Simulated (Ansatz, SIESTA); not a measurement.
An Ansatz (a quantum-chemistry and plane-wave program) input for a self-consistent single point of CoSi (P2_13, 8 atoms in the cell) (DFT, PBE, plane waves, default PAW files):

Ansatz 0.2 input:
```yaml
crystal:
  lattice:
    - [4.35215700, 0.00000000, 0.00000000]
    - [0.00000000, 4.35215700, 0.00000000]
    - [0.00000000, 0.00000000, 4.35215700]
  atoms:
    - { symbol: Co, position: [0.85410000, 0.64590000, 0.35410000] }
    - { symbol: Co, position: [0.64590000, 0.35410000, 0.85410000] }
    - { symbol: Co, position: [0.35410000, 0.85410000, 0.64590000] }
    - { symbol: Co, position: [0.14590000, 0.14590000, 0.14590000] }
    - { symbol: Si, position: [0.15654000, 0.34346000, 0.65654000] }
    - { symbol: Si, position: [0.34346000, 0.65654000, 0.15654000] }
    - { symbol: Si, position: [0.65654000, 0.15654000, 0.34346000] }
    - { symbol: Si, position: [0.84346000, 0.84346000, 0.84346000] }
basis:
  ecutwfc: 30.9 Ry
kpoints:
  mp_grid: { grid: [9, 9, 9] }
hamiltonian:
  xc: pbe
  pseudopotentials: { kind: paw }
scf:
  occupations: { method: gaussian, width: 0.0073 Ry }
output:
  forces: true
  eigenvalues: true
  stress: true
```

Q: Write the same calculation as an input for SIESTA.

A: This is the input that was run; spellings and numerical settings could be chosen otherwise.

```
# files in the folder: Co.psml Si.psml (PseudoDojo PBE standard)
SystemName  CoSi
SystemLabel cosi

NumberOfAtoms                8
NumberOfSpecies              2
%block ChemicalSpeciesLabel
  1 27 Co
  2 14 Si
%endblock ChemicalSpeciesLabel
LatticeConstant              4.352157 Ang
%block LatticeVectors
     1.000000000    0.000000000    0.000000000
     0.000000000    1.000000000    0.000000000
     0.000000000    0.000000000    1.000000000
%endblock LatticeVectors
AtomicCoordinatesFormat      Fractional
%block AtomicCoordinatesAndAtomicSpecies
     0.854100000    0.645900000    0.354100000  1
     0.645900000    0.354100000    0.854100000  1
     0.354100000    0.854100000    0.645900000  1
     0.145900000    0.145900000    0.145900000  1
     0.156540000    0.343460000    0.656540000  2
     0.343460000    0.656540000    0.156540000  2
     0.656540000    0.156540000    0.343460000  2
     0.843460000    0.843460000    0.843460000  2
%endblock AtomicCoordinatesAndAtomicSpecies

XC.functional                GGA
XC.authors                   PBE
PAO.BasisSize                DZP
PAO.EnergyShift              0.005 Ry
MeshCutoff                   350 Ry
%block kgrid.MonkhorstPack
    9   0   0  0.0
    0   9   0  0.0
    0   0   9  0.0
%endblock kgrid.MonkhorstPack
OccupationFunction           MP
OccupationMPOrder            0
ElectronicTemperature        1160.45 K

MaxSCFIterations             150
SCF.Mixer.Method             Pulay
SCF.Mixer.Weight             0.25
SCF.Mixer.History            6
SCF.DM.Tolerance             1.0E-05
Diag.ParallelOverK           true
WriteForces                  true
```

Basis settings and potentials, where a program has them, do not carry over. This input uses DFT, GGA PBE, numerical atomic orbitals DZP, PseudoDojo PBE standard norm-conserving potentials (rewritten from UPF to PSML). The width in Ry is rounded to four decimals.

The starting cell comes from a database of computed structures (which also holds hypothetical and non-ambient phases and stackings), without a prior relaxation at this level. Its lattice was rescaled by a random factor within 2.5 % of one. For this run, on top of that: lattice scaled by 0.98.
